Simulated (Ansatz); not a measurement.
Input:

```xyz
3
Lattice="4.5574 0.0000 0.0000 -2.2787 3.9468 0.0000 0.0000 0.0000 6.9790" Properties=species:S:1:pos:R:3 pbc="T T T"
Pb     0.0000     0.0000     0.0000
I      2.2787     1.3156     5.0889
I      0.0000     2.6312     1.8901
```

Space group of this cell: P-3m1, CdI2 type. The cell was relaxed by PBE-D3(BJ).

Transport runs along the normal of the first two printed cell vectors, the (001) plane of the conventional cell.

The gap is the functional's own, uncorrected, and κ follows it; spin-orbit coupling is left out. Mid-gap values are interpolated between the computed energies.

Q: Predict the band gap and the smallest decay constant κ at mid-gap from PBEsol in Ansatz (a quantum-chemistry and plane-wave program).

A: Gap 2.09 eV on a 12×12×6 mesh; κ = 0.261 1/Å, at (0.500, 0.000) of the in-plane reciprocal vectors. At the zone centre, at the nearest computed energy, the slowest state has κ = 0.30 1/Å.
